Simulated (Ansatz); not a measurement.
**CrCl3 (space group C2/m, No. 12; ferromagnetic; a cell from a computed database, its experimental status unchecked; layered, stacked along the Cartesian z axis)**

```yaml
crystal:
  lattice:
    - [2.98128, -5.16106, 0.00000]
    - [2.98128, 5.16106, 0.00000]
    - [-1.93068, 0.00000, 5.76551]
  atoms:
    - { symbol: Cr, position: [0.16656, 0.83344, 0.50000] }
    - { symbol: Cr, position: [0.83344, 0.16656, 0.50000] }
    - { symbol: Cl, position: [0.07250, 0.42554, 0.26959] }
    - { symbol: Cl, position: [0.92750, 0.57446, 0.73041] }
    - { symbol: Cl, position: [0.57446, 0.92750, 0.73041] }
    - { symbol: Cl, position: [0.42554, 0.07250, 0.26959] }
    - { symbol: Cl, position: [0.77931, 0.77931, 0.26723] }
    - { symbol: Cl, position: [0.22069, 0.22069, 0.73277] }
```

Computed with DFT with r2SCAN+rVV10, PAW potentials and a 500 eV plane-wave cutoff in Ansatz (a quantum-chemistry and plane-wave program), no spin-orbit coupling. Settings: 7×7×6 k-points, 0.05 eV Fermi–Dirac smearing.

The volume per atom is 22.18 Å³ and the density is 2.96 g/cm³. The band gap comes out as 2.37 eV, indirect, Y → k = (0.429, 0.429, -1/3) in the run's primitive reciprocal basis, the magnetic state is ferromagnetic and the total energy is -1659.165 eV/atom (σ→0; compares only within this code and set-up).

Stability against distortions was not tested. No Hubbard U is applied and the magnetic state is the run's own (CrCl3 ferromagnetic); other magnetic orders, which need larger cells, were not tried and can change the gap. The base started in P-1 and relaxed to C2/m at this level.
